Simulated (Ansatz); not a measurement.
Consider a periodic stack without vacuum, silicon (0 0 1) on cubic CsPbBr3 (0 0 1) (film strained to the substrate, started from cuts of the bulks and a machine-learned relaxation; slabs Cs4Pb6Br16 and Si60, which can lie off the formulas): substrate slab Cs4Pb6Br16, film Si60, surface cells [[-1, 1], [-1, -1]] and [[-3, -1], [-1, -2]], film strained by -1.9 and -1.9 %, outermost planes BrPb/BrPb and Si/Si as cut, which need not be the usual terminations and can put a slab off its formula. Its start:

```
CELL_PARAMETERS angstrom
      8.48528     0.00000     0.01869
      0.00000     8.48528    -0.00320
     -3.11175    -3.90110    32.10337
ATOMIC_POSITIONS crystal
  Cs 0.57619 0.50454 0.13838
  Cs 0.08234 0.03489 0.14370
  Pb 0.57415 0.00241 0.03600
  Pb 0.00533 0.52419 0.04288
  Br 0.42823 0.35032 0.01941
  Br 0.77022 0.75935 0.07801
  Br 0.85003 0.24058 0.06715
  Br 0.19086 0.83896 0.02407
  Br 0.49376 0.07371 0.12466
  Br 0.16116 0.59754 0.13041
  Cs 0.59048 0.63949 0.30721
  Cs 0.08886 0.14468 0.30694
  Pb 0.59384 0.10180 0.22866
  Pb 0.09370 0.59756 0.22461
  Br 0.35190 0.35840 0.22231
  Br 0.81745 0.82165 0.22579
  Br 0.86330 0.31958 0.21145
  Br 0.32083 0.87846 0.23735
  Br 0.66527 0.22110 0.31786
  Br 0.15440 0.57279 0.32069
  Pb 0.69271 0.10545 0.43247
  Pb 0.17934 0.73656 0.40940
  Br 0.46335 0.48262 0.42413
  Br 0.88258 0.89288 0.37549
  Br 0.94389 0.43885 0.42794
  Br 0.39792 0.96992 0.37858
  Si 0.70470 0.47056 0.52939
  Si 0.30696 0.67359 0.52941
  Si 0.49699 0.05633 0.53015
  Si 0.09837 0.26149 0.52914
  Si 0.89932 0.86834 0.53032
  Si 0.52848 0.62259 0.49023
  Si 0.12057 0.82025 0.49242
  Si 0.24910 0.07275 0.49155
  Si 0.87467 0.32638 0.48639
  Si 0.65595 0.88382 0.48964
  Si 0.82671 0.20912 0.61666
  Si 0.43216 0.40578 0.61542
  Si 0.63677 0.80483 0.61760
  Si 0.22964 0.00798 0.61761
  Si 0.03879 0.60388 0.61644
  Si 0.61310 0.28495 0.57105
  Si 0.21933 0.48507 0.57089
  Si 0.41768 0.88582 0.57611
  Si 0.01110 0.08918 0.57420
  Si 0.82423 0.68500 0.57402
  Si 0.76430 0.54617 0.70366
  Si 0.36463 0.74571 0.70326
  Si 0.56299 0.14720 0.70333
  Si 0.16325 0.34664 0.70345
  Si 0.96381 0.94649 0.70373
  Si 0.54927 0.62393 0.65996
  Si 0.14808 0.82554 0.66045
  Si 0.34746 0.22830 0.65989
  Si 0.94813 0.42667 0.65993
  Si 0.74859 0.02742 0.66043
  Si 0.89561 0.28507 0.79031
  Si 0.49427 0.48589 0.78980
  Si 0.69357 0.88881 0.79020
  Si 0.29512 0.08639 0.79037
  Si 0.09513 0.68752 0.78988
  Si 0.67992 0.36604 0.74690
  Si 0.27913 0.56643 0.74655
  Si 0.47863 0.96674 0.74653
  Si 0.07974 0.16607 0.74686
  Si 0.87839 0.76701 0.74700
  Si 0.82443 0.62631 0.87393
  Si 0.42004 0.83083 0.87642
  Si 0.63028 0.23130 0.87916
  Si 0.23249 0.42457 0.87603
  Si 0.02215 0.02885 0.87853
  Si 0.60579 0.70861 0.83260
  Si 0.20432 0.90937 0.83376
  Si 0.41651 0.30438 0.83359
  Si 0.01357 0.50521 0.83264
  Si 0.80903 0.10816 0.83449
  Si 0.99432 0.44306 0.95780
  Si 0.59123 0.64592 0.95891
  Si 0.71965 0.89911 0.96028
  Si 0.34676 0.15492 0.96415
  Si 0.12474 0.69894 0.95720
  Si 0.74473 0.45967 0.92093
  Si 0.34535 0.64578 0.91945
  Si 0.53948 0.04791 0.92123
  Si 0.14339 0.25197 0.92069
  Si 0.93433 0.84164 0.91973
```

The start was prepared with a machine-learned potential, and the result is one local minimum, with the in-plane cell held and forces under 0.04 eV/Å; the film can end far from its bulk form.

Method: PBE (plane waves to 420 eV, PAW; Ansatz, a program for electronic structure). No spin–orbit coupling; the runs are not spin-polarised. Its k-point mesh 3×3×1, Fermi–Dirac width 0.05 eV.

Question: Predict the relaxed interface.

Answer: interface area: 72.0 Å²
period: 32.79 Å
heights between the nearest atoms of the two slabs at the two interfaces: 1.86 and 1.97 Å
Br–Si contacts across the interfaces within 1.22 times the sum of covalent radii: 6, mean 2.41 Å
Pb–Si contacts across the interfaces within 1.22 times the sum of covalent radii: 5, mean 2.85 Å
